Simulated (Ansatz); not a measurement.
The starting structures come from a database of crystals and need not be the phases stable at ambient conditions.

 Where the default PAW files enter, the runs use the earlier of Ansatz's two default sets.

By LDA and PBEsol, the system below comes out a metal.

Here is the system:

```
CELL_PARAMETERS angstrom
      3.07005     0.00000     0.00000
     -1.53503     2.65874     0.00000
      0.00000     0.00000     4.67843
ATOMIC_POSITIONS crystal
  W  0.33333 0.66667 0.74633
  W  0.66667 0.33333 0.25367
  C  0.00000 0.00000 0.00000
```

Space group of this cell: P-3m1. The cell is taken as given; by PBEsol its mean pressure is -10.1 GPa.

The current runs along the normal of the first two printed vectors, the (001) plane. All runs by Ansatz (a quantum-chemistry and plane-wave program), plane waves and PAW, without spin-orbit coupling; the base is PBEsol.

| run | mean pressure (GPa) | G/A, both spins (10¹⁵ S/m²) |
|---|---|---|
| base | -10.1 | 1.13 |
| all lengths scaled by 0.98 | 11.7 | 1.16 |
| all lengths scaled by 1.02 | -26.5 | 1.07 |
| lda in place of pbesol | -15.5 | 1.11 |
| lengths across the current scaled by 0.98, ions clamped | 3.5 | … |
| lengths across the current scaled by 1.02, ions clamped | -21.3 | … |
| lengths along the current scaled by 0.97, ions clamped | 0.6 | 1.14 |
| lengths along the current scaled by 1.03, ions clamped | -19.1 | 1.13 |

### Question
Some entries are withheld; supply them.

### Answer

- lengths across the current scaled by 0.98, ions clamped, G/A, both spins (10¹⁵ S/m²): 1.17
- lengths across the current scaled by 1.02, ions clamped, G/A, both spins (10¹⁵ S/m²): 1.08
